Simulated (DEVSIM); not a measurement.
Device: isotype n-n heterojunction Al0.35Ga0.65As/GaAs, at 300 K.

```
layer (left to right)        material  thickness (μm)  Nd (cm⁻³)  τn (s)  τp (s)
---------------------  --------------  --------------  ---------  ------  ------
1                      Al0.35Ga0.65As           0.320     1.1e17  3.8e-9  3.8e-9
2                                GaAs           0.690     1.4e16  3.8e-9  3.8e-9
```

Left contact: ohmic. Right contact: ohmic. Voltage is applied to the left contact. Recombination: SRH at mid-gap. Mobility is μmin + (μ − μmin)/(1 + (N/Nref)^α).

The device is made up for the run: typed textbook-type constants, with dimensions and the other settings drawn at random. Values at 300 K; Nc and Nv go as T^1.5, mobilities as T to minus their exponent, the gap by Varshni's rule with the affinity fixed. The table also holds parameters that only a changed run uses.

| parameter | Al0.35Ga0.65As | GaAs |
|---|---|---|
| gap (eV) | 1.8604 | 1.424 |
| affinity (eV) | 3.7935 | 4.07 |
| permittivity | 11.91 | 12.9 |
| Nc (cm⁻³) | 7.44e17 | 4.7e17 |
| Nv (cm⁻³) | 9e18 | 9e18 |
| μn (cm²/Vs) | 3495 | 8500 |
| μp (cm²/Vs) | 176 | 400 |
| μn,min | 500 | 500 |
| μp,min | 20 | 20 |
| Nref,n | 6e16 | 6e16 |
| Nref,p | 1.5e17 | 1.5e17 |
| αn | 0.39 | 0.39 |
| αp | 0.38 | 0.38 |
| T exponent of μn | 2.1 | 2.1 |
| T exponent of μp | 2.2 | 2.2 |
| Cn (cm⁶/s) | 1e-30 | 1e-30 |
| Cp (cm⁶/s) | 1e-30 | 1e-30 |
| Varshni α (eV/K) | 0.000541 | 0.000541 |
| Varshni β (K) | 204 | 204 |

Model (solved in DEVSIM): 1D drift-diffusion, Boltzmann statistics, complete ionisation; no tunnelling, impact ionisation, image-force lowering or self-heating. Band offsets follow the typed affinities; no thermionic-emission limit at abrupt steps, no polarisation charge.

Base results: potential step across the device at zero bias (V) 0.318.

Problem. What follows from this one change: temperature 300 → 450 K?

Solution. potential step across the device at zero bias 0.318 → 0.339 V.

Problem. What follows from this one change: doping Nd of layer 2 1.4e+16 → 4.2e+16 cm^-3?

Solution. potential step across the device at zero bias 0.318 → 0.290 V.

Problem. What follows from this one change: doping Nd of layer 1 1.1e+17 → 1.1e+16 cm^-3?

Solution. potential step across the device at zero bias 0.318 → 0.258 V.
